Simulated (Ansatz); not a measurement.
**hexagonal WC (1 0 0) on cubic KTaO3 (0 0 1) (film strained to the substrate, started from cuts of the bulks and a machine-learned relaxation; slabs K4O10Ta3 and W8C8, which can lie off the formulas)**

A periodic stack without vacuum, hexagonal WC (1 0 0) on cubic KTaO3 (0 0 1) (film strained to the substrate, started from cuts of the bulks and a machine-learned relaxation; slabs K4O10Ta3 and W8C8, which can lie off the formulas): substrate slab K4O10Ta3, film W8C8, surface cells [[0, 1], [-1, 0]] and [[-1, 1], [-1, -1]], film strained by -2.6 and 0.0 %, outermost planes KO/KO and W/C as cut, which need not be the usual terminations and can put a slab off its formula.

The start was prepared with a machine-learned potential, and the result is one local minimum, with the in-plane cell held and forces under 0.04 eV/Å; the film can end far from its bulk form.

Level of theory: PBE (plane waves to 420 eV, PAW; Ansatz, an electronic-structure program). No spin–orbit coupling; the runs are not spin-polarised. Its k-point mesh 8×8×1, Fermi–Dirac width 0.05 eV.

```
Item                                                                                      Value
------------------------------------------------------------------------------  ---------------
interface area                                                                          16.2 Å²
period                                                                                  27.96 Å
heights between the nearest atoms of the two slabs at the two interfaces        1.82 and 3.10 Å
K–W contacts across the interfaces within 1.22 times the sum of covalent radii   7, mean 3.89 Å
C–K contacts across the interfaces within 1.22 times the sum of covalent radii   1, mean 3.35 Å
O–W contacts across the interfaces within 1.22 times the sum of covalent radii   1, mean 1.82 Å
```

```
CELL_PARAMETERS angstrom
      4.02454     0.00014    -0.03894
      0.00013     4.02429     0.08891
      1.77569    -0.46615    27.93677
ATOMIC_POSITIONS crystal
  K  0.97790 0.04573 0.03805
  O  0.46872 0.54712 0.05955
  K  0.91546 0.04172 0.20177
  Ta 0.44484 0.54433 0.12379
  O  0.94071 0.54434 0.13437
  O  0.44063 0.04421 0.13436
  O  0.40941 0.54109 0.21793
  K  0.85619 0.03564 0.36041
  Ta 0.38535 0.53879 0.28223
  O  0.88142 0.53804 0.29305
  O  0.38141 0.03803 0.29304
  O  0.35043 0.53498 0.37589
  K  0.79637 0.02950 0.52038
  Ta 0.32624 0.53279 0.44006
  O  0.82194 0.53192 0.45217
  O  0.32197 0.03192 0.45216
  O  0.28391 0.52739 0.55518
  W  0.75500 0.02377 0.63400
  W  0.26031 0.52406 0.62034
  C  0.74609 0.52273 0.65818
  C  0.24608 0.02269 0.65818
  W  0.97333 0.27082 0.71997
  W  0.47256 0.77005 0.71997
  C  0.96306 0.76766 0.75071
  C  0.45990 0.27086 0.75071
  W  0.18872 0.51702 0.81145
  W  0.68867 0.01699 0.81158
  C  0.17766 0.01557 0.84177
  C  0.67739 0.51589 0.84181
  W  0.40443 0.76385 0.90338
  W  0.90397 0.26384 0.90329
  C  0.39509 0.26204 0.92689
  C  0.89626 0.76292 0.92700
```
